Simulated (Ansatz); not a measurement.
A user runs Ansatz (a program for electronic structure) on a (001) slab of Be3N2 (cut from a parent of space group no. 164; 10 atoms in the cell) and asks whether the run is sound. The aim is a self-consistent single point with DFT, LDA (PW92), plane waves, default PAW files made with PBE.

Cell that was meant: a = 2.9181 Å, b = 2.9181 Å, c = 18.4474 Å, α = 90.00°, β = 90.00°, γ = 120.00°.

Part of the input:

Ansatz 0.2 input:
```yaml
    - [-1.459060, 2.527166, 0.000000]
    - [0.000000, 0.000000, 18.447400]
  atoms:
    - { symbol: Be, position: [0.000000, 0.000000, 7.886097] }
    - { symbol: Be, position: [-0.000002, 1.684778, 6.311501] }
    - { symbol: Be, position: [1.459061, 0.842388, 5.000002] }
    - { symbol: Be, position: [0.000000, 0.000000, 12.346900] }
    - { symbol: Be, position: [-0.000002, 1.684778, 10.772193] }
    - { symbol: Be, position: [1.459061, 0.842388, 9.460804] }
    - { symbol: N, position: [-0.000002, 1.684778, 8.986596] }
    - { symbol: N, position: [1.459061, 0.842388, 6.785599] }
    - { symbol: N, position: [-0.000002, 1.684778, 13.447398] }
    - { symbol: N, position: [1.459061, 0.842388, 11.246402] }
basis:
  ecutwfc: 30.9 Ry
kpoints:
```

Output (repeated stretches shortened):

```
WARN ansatz: RAYON_NUM_THREADS=1 ignored (pool sized by the plan → 1); use --threads N
Pseudopotentials: kind: paw
   [... lines left out ...]
PAW frozen core: N, regenerated for the run's functional, and the local potential with it
Initial density: superposition of atomic densities (neutral atoms: chi_scale 0, normalization atom), corrected by the library's trained network
Initial wavefunctions: pseudopotential atomic-orbital guess
Eigensolver: davidson
Functional: x = slater, c = lda
SCF iter   1: F=—  HF=-2011.410349 eV  |F-HF|=—  |Δ(HF+E_count)|=         —  Δρ=1.29e-1  dr2=4.36e2  ethr=1.77e-3  p=0.199 e·Å  D=2.64e-1 V/Å  ΔV_dip=-4.87 eV  dr2_dipole=5.71e2  V_vac-E_F(+/−)=0.37/5.50 eV  ⟨swp⟩=9.8  Hψ=4958  notcnv=0  defer=6
all-band conjugate gradients solve this SCF's bands
efield: sawtooth ramp at fractional position 0.5665 (placed from the atoms, in the widest stretch of the axis that holds none …
   [... lines left out ...]
WARN: efield: at this solve's end the planar-averaged density reaches 6.46e-2 e/Å³ inside the ramp window [0.5123, 0.7207] (bound 1e-5 e/Å³) …
SCF 1 converged in 16 iterations: F = -2003.615516 eV  dr2 = 4.80e-10
Stability not checked (fill_not_monotonic)
Free energy (F): -2003.615516 eV
Internal energy: -2003.620762 eV  (E = F + TS)
E sigma→0 (E₀):  -2003.617265 eV
Entropy (-TS):   0.005246 eV (0.525 meV/atom)
Fermi energy:    2.087658 eV
Dipole field:    D = -0.000084 V/Å  (p = -0.000063 e·Å, saw-weighted, corrected)
Work function:   Φ+ = withheld (plateau slope 5.2e0 eV/Å)   Φ− = withheld (plateau slope 3.4e0 eV/Å)
   [... lines left out ...]
Levels:          The Fermi level and band energies are counted from a zero that moves with the ramp; work functions are not
   [... lines left out ...]
  atom   5  Be   -17.97935507    -6.77497340    -2.84612322
  atom   6  Be    18.60800443     6.68770434     2.57950797
  atom   7  N    -18.93351631    -6.12492694    -6.31932562
  atom   8  N     18.33795855     6.76321874     5.73223413
  atom   9  N    -19.07090492    -5.94293358    -5.49684775
  atom  10  N      0.58781229     0.38488005     6.39434821
```

**Question.** Is anything amiss in this input, and did it matter?

**Answer.** The run is not sound. The fault is fractional and Cartesian coordinates mixed up. Numbers meant as fractions of the cell vectors were read as lengths, or the reverse, so the atoms sit in the wrong places. To fix it, make label and numbers agree, by changing either. The run converged in 16 iterations without an error; against the sound input the free energy rises by 2.27 eV/atom and the largest force goes from 1.733 to 29.96 eV/Å.

An input that runs soundly differs in these lines (not the only fix; some lines may just follow from the change or write a value another way):
```diff
-    - { symbol: Be, position: [0.000000, 0.000000, 7.886097] }
-    - { symbol: Be, position: [-0.000002, 1.684778, 6.311501] }
-    - { symbol: Be, position: [1.459061, 0.842388, 5.000002] }
-    - { symbol: Be, position: [0.000000, 0.000000, 12.346900] }
-    - { symbol: Be, position: [-0.000002, 1.684778, 10.772193] }
-    - { symbol: Be, position: [1.459061, 0.842388, 9.460804] }
-    - { symbol: N, position: [-0.000002, 1.684778, 8.986596] }
-    - { symbol: N, position: [1.459061, 0.842388, 6.785599] }
-    - { symbol: N, position: [-0.000002, 1.684778, 13.447398] }
-    - { symbol: N, position: [1.459061, 0.842388, 11.246402] }
+    - { symbol: Be, position: [0.000000, 0.000000, 0.427491] }
+    - { symbol: Be, position: [0.333333, 0.666667, 0.342135] }
+    - { symbol: Be, position: [0.666667, 0.333333, 0.271041] }
+    - { symbol: Be, position: [0.000000, 0.000000, 0.669303] }
+    - { symbol: Be, position: [0.333333, 0.666667, 0.583941] }
+    - { symbol: Be, position: [0.666667, 0.333333, 0.512853] }
+    - { symbol: N, position: [0.333333, 0.666667, 0.487147] }
+    - { symbol: N, position: [0.666667, 0.333333, 0.367835] }
+    - { symbol: N, position: [0.333333, 0.666667, 0.728959] }
+    - { symbol: N, position: [0.666667, 0.333333, 0.609647] }
```

With that input, the run converged in 17 iterations: free energy E − TS (on the zero of these files) -2026.2686 eV; Fermi level (on the code's own zero) 1.10 eV; largest force (vector length) 1.733 eV/Å (DFT, LDA (PW92), plane waves, default PAW files made with PBE).

On the sound input: the starting cell was generated: these elements placed on a structure prototype, without a prior relaxation; it need not be a known phase or ordering of this composition. The slab is cut from that crystal, and its faces are unrelaxed. Its lattice was rescaled in the plane by a random factor within 2.5 % of one. Spin polarisation is off, though cut faces can carry moments; the slab shows no gap. Forces in this geometry exceed 1 eV/Å.
